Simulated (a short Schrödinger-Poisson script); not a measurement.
# Symmetric double-gate stack, Si3N4 on p-type Si(100)

System: symmetric double-gate stack, Si3N4 on p-type Si(100), at 400 K.

```tsv
layer	material	thickness (nm)	Na (cm⁻³)
1	Si3N4	1.6	-
2	Si	10	1e18
3	Si3N4	1.6	-
```

Constants are typed, rounded textbook-type inputs, not results; the design itself was drawn at random and stands for no fabricated device. Si3N4: permittivity 7.5, conduction-band edge (eV) 1.95, gap (eV) 5.1, electron mass (mₑ) 0.5. Si: permittivity 11.7, conduction-band edge (eV) 0, gap (eV) 1.124, Nv at 300 K (cm⁻³) 3.1e19.

Channel valleys (confinement mass, in-plane density-of-states mass, number): Δ2 0.916, 0.19, 2; Δ4 0.19, 0.417, 4. At the gates, both at one voltage, the conduction-band edge of layer 1 lies 2.28 eV − eVg above the Fermi level of the channel. Gaps are held at their typed values at every temperature. Mesh 0.03 nm at interfaces.

From a short Schrödinger-Poisson script (our own, NumPy): 1D Poisson equation in equilibrium, electrons quantum, Hartree (BenDaniel-Duke, 12 states a valley, the channel's in-plane mass for all, wave functions free to enter the dielectric), parabolic valleys, classical holes, full ionisation, no traps, pinning or gate leakage.

```csv
Vg (V),electrons (cm⁻²),C (μF/cm²),Δ2 E0 (meV),Δ2 E1 (meV),Δ4 E0 (meV),Δ4 E1 (meV)
0.05,3.34e9,0.0157,319.7,328.5,331.8,377.2
0.1,1.41e10,0.0654,270.1,278.9,282.3,327.5
0.15,5.73e10,0.254,221.8,230.3,233.9,279.0
0.2,2.08e11,0.801,177.4,185.5,189.6,234.0
0.25,5.93e11,1.71,141.6,148.4,154.0,196.9
0.3,1.27e12,2.59,115.5,120.5,128.6,168.9
0.35,2.18e12,3.24,96.3,99.6,111.0,148.3
0.4,3.27e12,3.72,81.1,83.0,98.3,132.4
0.45,4.49e12,4.10,68.2,69.3,88.6,119.7
0.5,5.82e12,4.40,56.9,57.5,81.0,109.4
0.55,7.23e12,4.65,46.9,47.3,74.8,100.6
0.6,8.72e12,4.86,37.9,38.1,69.5,93.1
0.65,1.03e13,5.04,29.7,29.8,65.0,86.6
0.7,1.19e13,5.20,22.2,22.3,61.0,80.8
0.75,1.35e13,5.33,15.2,15.3,57.4,75.6
0.8,1.52e13,5.45,8.8,8.8,54.1,70.9
0.85,1.69e13,5.55,2.7,2.7,51.1,66.6
0.9,1.86e13,5.65,-3.0,-3.0,48.2,62.6
0.95,2.04e13,5.73,-8.4,-8.4,45.5,58.9
1,2.22e13,5.80,-13.6,-13.6,43.0,55.4
1.05,2.40e13,5.87,-18.5,-18.5,40.6,52.1
```

Subbands count from the Fermi level. The capacitance is that of both gates.
